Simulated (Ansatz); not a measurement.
Start from CdS in the zinc blende structure (space group F-43m, No. 216).

```xyz
2
Lattice="0.0000 2.8783 2.8783 2.8783 0.0000 2.8783 2.8783 2.8783 0.0000" Properties=species:S:1:pos:R:3 pbc="T T T"
Cd     0.0000     0.0000     0.0000
S      1.4392     1.4392     1.4392
```

The values are results of LDA, PAW, 420 eV (Ansatz, an electronic-structure program; no spin-orbit coupling), not measurements.

One change was made to it. Results:

| quantity | base | after |
|---|---|---|
| shortest interatomic distance | 2.493 Å | 2.469 Å |
| band gap | 0.95 eV | 1.01 eV |
| hole mass (degenerate bands, along [100]) | 0.11, 0.71, 0.71 mₑ (at Γ) | 0.12, 0.68, 0.68 mₑ (at Γ) |
| gap character | direct at Γ | direct at Γ |
| electron mass | 0.10 mₑ (at Γ) | 0.11 mₑ (at Γ) |

Which change produced these results?
A) pressure 2.1 GPa
B) pressure 4.5 GPa
C) pressure 0.9 GPa

A, pressure 2.1 GPa. For comparison, the hole mass in the other runs: pressure 4.5 GPa gives 0.12, 0.65, 0.65 mₑ (at Γ); pressure 0.9 GPa gives 0.11, 0.69, 0.69 mₑ (at Γ).

Load acts through the strain it causes; cell and atoms are relaxed under it. Effective masses come from finite differences of ±0.01 Å⁻¹. No phonon test of stability was made. Tetrahedral semiconductors of this kind turn to denser phases somewhere between about 1 and 50 GPa; those were not computed, so compressed cells here can lie past the real transition.
